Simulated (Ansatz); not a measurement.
## ZrO$_{2}$ (space group P4_2/nmc, No. 137)

```
ZrO2
1.0
    3.60110     0.00000     0.00000
    0.00000     3.60110     0.00000
    0.00000     0.00000     5.23008
Zr O
2 4
Direct
  0.00000   0.00000   0.00000
  0.50000   0.50000   0.50000
  0.00000   0.50000   0.19637
  0.00000   0.50000   0.69637
  0.50000   0.00000   0.30363
  0.50000   0.00000   0.80363
```

All numbers come from r2SCAN (Ansatz, a quantum-chemistry and plane-wave program), no spin-orbit coupling, earlier PAW set. Settings: 9×9×7 k-points, 0.05 eV Fermi–Dirac smearing.

```yaml
volume_per_atom: 11.30 Å³
density: 6.03 g/cm³
band_gap: 4.60 eV, indirect, k = (0.222, 0.222, 0) in the run's primitive reciprocal basis → Γ
electron_mass: 2.2 mₑ along c, 0.63 mₑ across
total_energy: -1779.393 eV/atom (σ→0; compares only within this code and set-up)
```

Effective masses come from finite differences of ±0.01 Å⁻¹. Stability against distortions was not tested. This is not the structure that ZrO2 has at room temperature and ambient pressure.
